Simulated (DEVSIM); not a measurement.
Device: Schottky contact on n-type β-Ga2O3, at 300 K.

Layer 1 from the left is β-Ga2O3, thickness (μm) 1.20, Nd (cm⁻³) 1.5e16, τn (s) 4.3e-9, τp (s) 4.3e-9.

Left contact: Schottky, work function 4.87 eV, emission velocity 3.1e6 cm/s. Right contact: ohmic. Voltage is applied to the left contact. Recombination: SRH at mid-gap, radiative. Mobility is μmin + (μ − μmin)/(1 + (N/Nref)^α).

This is a model device: material constants are rounded textbook-type values typed into the input, and sizes, dopings and lifetimes were drawn at random. Values at 300 K.

β-Ga2O3: gap (eV) 4.8, affinity (eV) 4, permittivity 10, Nc (cm⁻³) 3.7e18, Nv (cm⁻³) 5e20, μn (cm²/Vs) 160, μp (cm²/Vs) 1, μn,min 20, μp,min 0.1, Nref,n 1e18, Nref,p 1e18, αn 0.8, αp 0.8, B (cm³/s) 1e-12.

DEVSIM, 1D drift-diffusion, Boltzmann statistics, complete ionisation; no tunnelling, impact ionisation, image-force lowering or self-heating. Metal contacts follow the ideal Schottky-Mott rule: no Fermi-level pinning, no interface dipoles.

Dark forward current:

```tsv
|V| (V)	|J| (A/cm²)
0.05	1.964e-8
0.10	1.538e-7
0.15	1.070e-6
0.20	7.321e-6
0.25	4.985e-5
0.30	0.0003384
0.35	0.002289
0.40	0.01539
0.45	0.1026
0.50	0.6712
0.55	4.150
0.60	21.16
0.65	71.25
0.70	157.2
0.75	266.5
0.80	389.3
0.85	520.3
0.90	656.7
0.95	796.9
1.00	939.8
1.05	1085
1.10	1231
1.15	1379
1.20	1528
1.25	1677
1.30	1828
```

Question: Work out the local ideality factor n = ΔV / (kT/q · ln(J2/J1)) between the rows 0.15 and 0.20 V, 1.25 and 1.30 V.

Answer: kT/q = 25.85 mV. From 0.15 to 0.20 V: ln(7.321e-6/1.070e-6) = 1.923, n = 1.01, near the 1 of diffusion or emission over a barrier. From 1.25 to 1.30 V: ln(1828/1677) = 0.086, n = 22.43; the layers' resistance at their doping, Σ W/(qμN) = 0.00032 Ω cm², would take 49 mV of this step of 50 mV.

Question: Estimate the current at 0.30 V for emission alone, J0 = q v N_band exp(−φB/kT), and read the barrier back from the simulated current.

Answer: φB = 0.870 eV, N_band = 3.70e18 cm⁻³, J0 = 4.44e-9 A/cm²; J = J0 (exp(qV/kT) − 1) = 0.000487 A/cm². The simulation gives 0.000338 A/cm²; the estimate lies 44 % above. Read backwards, the simulated current gives an apparent barrier of 0.879 eV. The estimate leaves out transport through the depletion region and minority injection.
